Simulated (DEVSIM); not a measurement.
System: abrupt Ge n-p junction, at 300 K.

Layer 1 from the left is Ge, thickness (μm) 2.60, Nd (cm⁻³) 4.9e17, τn (s) 5.7e-6, τp (s) 5.7e-6. Layer 2 from the left is Ge, thickness (μm) 30.0, Na (cm⁻³) 4.9e15, τn (s) 5.7e-6, τp (s) 5.7e-6.

Left contact: ohmic. Right contact: ohmic. Voltage is applied to the left contact. Recombination: SRH at mid-gap, radiative. Mobility is μmin + (μ − μmin)/(1 + (N/Nref)^α).

This is a model device: material constants are rounded textbook-type values typed into the input, and sizes, dopings and lifetimes were drawn at random. Values at 300 K.

Ge: gap (eV) 0.664, affinity (eV) 4, permittivity 16, Nc (cm⁻³) 1.04e19, Nv (cm⁻³) 6e18, μn (cm²/Vs) 3900, μp (cm²/Vs) 1900, μn,min 150, μp,min 100, Nref,n 2.6e17, Nref,p 4e17, αn 0.56, αp 0.6, B (cm³/s) 6.4e-14.

### Question
Estimate by hand the built-in potential, the peak field at zero bias, the capacitance at 2 V, and compare with a numerical solution.

### Answer

- Built-in potential: ni = √(Nc Nv) exp(−Eg/2kT) = 2.09e13 cm⁻³ with Eg = 0.664 eV; Vbi = kT/q ln(Na Nd/ni²) = 0.401 V; numerical 0.401 V.
- Peak field at zero bias: depletion approximation: W = √(2εVbi/(qN)) = 0.382 μm with N = 4.85e15 cm⁻³; field = 2Vbi/W = 21000 V/cm; numerical 36200 V/cm (estimate below by 42 %).
- Capacitance at 2 V: C = √(qεN / 2(Vbi + |V|)) = 15.1 nF/cm²; numerical 15.3 nF/cm² (estimate below by 1.3 %).

Simulated with DEVSIM: 1D drift-diffusion, Boltzmann statistics, complete ionisation; no tunnelling, impact ionisation, image-force lowering or self-heating.
